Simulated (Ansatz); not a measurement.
Consider the following.

```
CELL_PARAMETERS angstrom
      3.62496     0.00000     0.00000
      0.00000     3.62496     0.00000
      1.81248    -1.81248     2.53803
ATOMIC_POSITIONS crystal
  Zr 0.00000 0.00000 0.00000
  O  0.75000 0.75000 0.50000
  O  0.25000 0.25000 0.50000
```

No spin polarisation.

The values are results of r2SCAN (Ansatz, a first-principles code; PAW; 500 eV plane waves; spin-orbit coupling left out), not measurements. Settings: 11×11×11 k-points, 0.05 eV Fermi–Dirac smearing.

**Question.** Predict the band gap, in-plane stress, gap character and electron mass.

**Answer.** 
* **Band gap**: 3.73 eV
* **Mean in-plane stress (compression positive)**: -4.5 GPa
* **Gap character**: indirect, M → Γ
* **Electron mass**: 2.1 mₑ out of plane, 0.65 mₑ in plane (at Γ)

The cells carry an imposed strain or load. Effective masses come from finite differences of ±0.01 Å⁻¹. Whether these cells are dynamically stable was not tested. The cell was made from ZrO2 in the fluorite structure (space group Fm-3m, No. 225) by this change: biaxial strain +0.73 %, plane normal [001], relaxed out of plane. This is not the structure that ZrO2 has at room temperature and ambient pressure.
